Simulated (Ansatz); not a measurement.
Ansatz (a first-principles code) run on NaLaC₂O₆ (Pmc2_1, 20 atoms in the cell): self-consistent single point.

Computed with PBEsol-D3BJ-ATM, default PAW files made with PBE (plane waves; Ansatz).

```
CELL_PARAMETERS angstrom
      5.17438     0.00000     0.00000
      0.00000     6.45285     0.00000
      0.00000     0.00000     7.22639
ATOMIC_POSITIONS crystal
  Na 0.50000 0.01730 0.70255
  Na 0.50000 0.98270 0.20255
  La 0.00000 0.63230 0.50298
  La 0.00000 0.36770 0.00298
  C  0.50000 0.53389 0.17403
  C  0.50000 0.46611 0.67403
  C  0.00000 0.91867 0.91743
  C  0.00000 0.08133 0.41743
  O  0.50000 0.35899 0.08889
  O  0.50000 0.64101 0.58889
  O  0.78818 0.98638 0.45436
  O  0.21182 0.01362 0.95436
  O  0.21182 0.98638 0.45436
  O  0.78818 0.01362 0.95436
  O  0.71809 0.37882 0.71081
  O  0.28191 0.62118 0.21081
  O  0.28191 0.37882 0.71081
  O  0.71809 0.62118 0.21081
  O  0.00000 0.73774 0.83979
  O  0.00000 0.26226 0.33979
```

Reference input (self-consistent single point, DFT, PBEsol, plane waves, default PAW files made with PBE): basis.ecutwfc = 30.9 Ry; kpoints.mp_grid.grid = 4 3 3; hamiltonian.xc = pbesol; hamiltonian.pseudopotentials = {kind: paw} (the program's default PAW files); scf.occupations.method = fixed. This run's input differs from it in these lines:

```diff
@@ -32,2 +32,3 @@
   xc: pbesol
+  dispersion: d3bjatm
   pseudopotentials: { kind: paw }
```

The program printed (abridged):

```
SCF iter   1: F=—  HF=-23007.163860 eV  |F-HF|=—  |Δ(HF+E_count)|=         —  Δρ=1.18e-2  dr2=2.59e-1  ethr=1.77e-3  ⟨swp⟩=4.0  Hψ=3460  notcnv=0  defer=84
all-band conjugate gradients solve this SCF's bands
preconditioner: auto → Resta (q_TF=auto, 2.455 Å⁻¹)
SCF iter   2: F=—  HF=-23007.096647 eV  |F-HF|=—  |Δ(HF+E_count)|=   6.72e-2  Δρ=2.51e-3  dr2=1.07e-2  ethr=2.02e-4  ⟨swp⟩=2.0  Hψ=1715  notcnv=0  defer=213
   [... lines left out ...]
SCF iter   6: F=—  HF=-23007.096929 eV  |F-HF|=—  |Δ(HF+E_count)|=   2.51e-4  Δρ=5.90e-5  dr2=7.71e-6  ethr=2.64e-8  ⟨swp⟩=2.0  Hψ=1642  notcnv=0  defer=84
SCF iter   7: F=—  HF=-23007.096931 eV  |F-HF|=—  |Δ(HF+E_count)|=   1.78e-6  Δρ=1.44e-5  dr2=6.46e-7  ethr=6.03e-9  ⟨swp⟩=2.0  Hψ=1642  notcnv=0  defer=84
SCF iter   8: F=—  HF=-23007.096931 eV  |F-HF|=—  |Δ(HF+E_count)|=   8.99e-7  Δρ=7.51e-6  dr2=1.30e-7  ethr=7.81e-11  ⟨swp⟩=13.6  Hψ=5589  notcnv=0
SCF iter   9: F=-23007.096932 eV  HF=-23007.096932 eV  |F-HF|=1.72e-8  |Δ(HF+E_count)|=   4.49e-8  Δρ=2.77e-6  dr2=1.92e-8  ethr=7.81e-11  ⟨swp⟩=4.7  Hψ=3041  notcnv=0
SCF 1 converged in 9 iterations: F = -23007.096932 eV  dr2 = 1.92e-8
Free energy (F): -23007.096932 eV
Internal energy: -23007.096932 eV  (E = F + TS)
E sigma→0 (E₀):  -23007.096932 eV
Fermi energy:    5.399582 eV
--- Forces (eV/Å), atoms counted from 1 ---
  atom   1  Na     0.00000000     0.02201286     0.00201512
  atom   2  Na     0.00000000    -0.02201286     0.00201512
  atom   3  La    -0.00000000     0.03181235     0.00280416
  atom   4  La     0.00000000    -0.03181235     0.00280416
  atom   5  C      0.00000000    -0.05630570    -0.04124767
  atom   6  C      0.00000000     0.05630570    -0.04124767
  atom   7  C      0.00000000     0.01858188     0.01739090
  atom   8  C      0.00000000    -0.01858188     0.01739090
  atom   9  O     -0.00000000    -0.16291064    -0.11707158
   [... lines left out ...]
  atom  20  O      0.00000000     0.18836777    -0.08371779
--- Stress (GPa, compression-positive) ---
       -1.981572       0.000000       0.000000
        0.000000      -2.225507       0.000000
        0.000000       0.000000      -2.744724
  P = ⅓ Tr σ = -2.3173 GPa (-23.173 kbar)
  The stress holds the Pulay correction. Without it, at fixed plane waves, as pw.x and ABINIT print it: P = -3.0085 GPa
```

The run converged in 9 iterations. Against the reference run the pressure goes from -0.89 to -2.32 GPa, the largest force hardly changes (0.207 to 0.206 eV/Å) and the gap on the mesh stays at 4.083 eV.

The starting cell comes from a database of computed structures (which also holds hypothetical and non-ambient phases and stackings), without a prior relaxation at this level. Its lattice was rescaled by a random factor within 2.5 % of one. Ansatz's pressure includes its estimate of the finite-basis (Pulay) stress. Without the estimate this run gives -3.01 GPa.

Keys are those of Ansatz 0.2.
